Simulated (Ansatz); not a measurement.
An Ansatz (an electronic-structure program) input (DFT with PBEsol, PAW potentials and a 420 eV plane-wave cutoff in Ansatz, spin-orbit coupling left out):

Ansatz 0.2 input:
```yaml
crystal:
  lattice:
    - [0, 2.9526201548, 2.9526201548]
    - [2.9526201548, 0, 2.9526201548]
    - [2.9526201548, 2.9526201548, 0]
  atoms:
    - { symbol: Hg, position: [0, 0, 0] }
    - { symbol: S, position: [0.25, 0.25, 0.25] }
basis: { ecutwfc: 420, ecutrho_ratio: 4, xc_grid: 2, fft_grid_basis: typed }
kpoints: { mp_grid: { grid: [10, 10, 10] } }
hamiltonian:
  xc: pbesol
  dispersion: none
  pseudopotentials: { kind: paw }
scf: { occupations: { method: fermi_dirac, width: 0.05 }, convergence: { dr2_threshold: 0.0000000002 } }
relax: { f_tol: 0.005, max_steps: 50 }
output: { forces: true, stress: true }
checkpoint: { write: state.ck, write_every: 1000 }
```

### Question
Which symmetry and how many k-points will the program report, and about how many plane waves at Γ?

### Answer
Space group F-43m (ITA 216) with 24 operations, k-points 47 of 1000, and 965 plane waves at Γ.

### Question
And the final pressure?

### Answer
-0.87 GPa (compression positive).

The mesh was chosen for an insulator and is coarse for the gapless case. The cells carry an imposed strain or load. Whether these cells are dynamically stable was not tested. All final runs are without spin polarisation. The cell was made from HgS in the zinc blende structure (space group F-43m, No. 216) by this change: isotropic strain +0.50 %.
